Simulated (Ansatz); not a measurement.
System: BN (model structure, Pm-3m, No. 221, 2 atoms in the cell). Method: PBEsol (Ansatz, a quantum-chemistry and plane-wave program, plane waves, PAW).

Run with plane-wave cutoff 520 eV, 26×26×26 k mesh, Fermi–Dirac smearing 0.05 eV, scalar-relativistic PAW data made under PBE.

Cell (relaxed at this level):

```xyz
2
Lattice="2.3004 0.0000 0.0000 0.0000 2.3004 0.0000 0.0000 0.0000 2.3004" Properties=species:S:1:pos:R:3 pbc="T T T"
B      0.0000     0.0000     0.0000
N      1.1502     1.1502     1.1502
```

### Question
What does this level give for the bulk modulus B0?

### Answer

bulk modulus B0: 267 GPa

The run finds no gap.

Note: the bulk modulus is −V dP/dV from two relaxed cells at ±2 % in volume; the relaxation could raise the start's symmetry but not lower it, so the cell can be a saddle point.

Cost on a shared machine: around 80 core-seconds (rough).

A model structure was made by putting elements into a prototype or built by hand; it is no filed structure, need not be a known phase, and can be a saddle point held by its symmetry.
